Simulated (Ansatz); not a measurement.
Rock-salt NdN

The numbers are results of PBEsol (Ansatz, a first-principles code, plane waves, PAW), not measurements.

Settings: plane-wave cutoff 500 eV, 14×14×14 k mesh, Fermi–Dirac smearing 0.05 eV, spin-polarised with parallel moments, scalar-relativistic PAW data made under PBE.

Cell (relaxed at this level):

NdN is taken in the cubic space group Fm-3m (No. 225), the rock salt structure, Pearson symbol cF8. Lattice parameters: a = b = c = 4.9767 Å, α = β = γ = 90.00°. Nd on 4a sees 6 N at 2.488 Å (octahedral). N on 4b is surrounded by 6 Nd at 2.488 Å (octahedral). (Neighbours: up to the widest gap in distance over summed covalent radii, below 1.35, at either atom; cation-cation and far metal-metal contacts left out.)
(The calculation used a cell of 2 atoms; values per cell refer to that cell.)

```json
{
 "band_gap": "none"
}
```

Note: the magnetic order was assumed, not searched for or taken from measurement; the 4f shell is treated without U or exact exchange, so its levels and filling can be wrong; the volume lies 9 % below that of the published cell.

Spin–orbit coupling is not included.

The computed numbers hold no vibrational or temperature effects.

The result took roughly 80 core-seconds.
